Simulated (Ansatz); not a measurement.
Consider Mg₃SiO in the anti-perovskite structure (space group Pm-3m, No. 221; a = 4.190 Å; a hypothetical phase, not in the database extracts checked). Axes: x, y, z lie along the cube axes.

All numbers come from Kohn–Sham DFT with the PBEsol functional, run in Ansatz (a quantum-chemistry and plane-wave program) with PAW and 420 eV plane waves, without spin-orbit coupling.

It is then changed as follows: the cell is scaled by 1.0214 in all directions, atoms relaxed at fixed cell.

**Question.** Predict the stress tensor and what it implies for the stiffness.

**Answer.** Stress of the strained cell less that of the base (GPa, compression positive):
```
   -4.7     0.0     0.0
    0.0    -4.7     0.0
    0.0     0.0    -4.7
```

Then B = −ΔP/(ΔV/V₀) with ΔV/V₀ = 0.0656 gives secant stiffness values (nonlinear terms included at this strain): B ≈ 72 GPa.

As a check, the harmonic strain energy −½ V₀ Δσ:ε is 14 meV/atom; the computed energy rise is 15 meV/atom.

No phonon test of stability was made. All final runs are without spin polarisation.
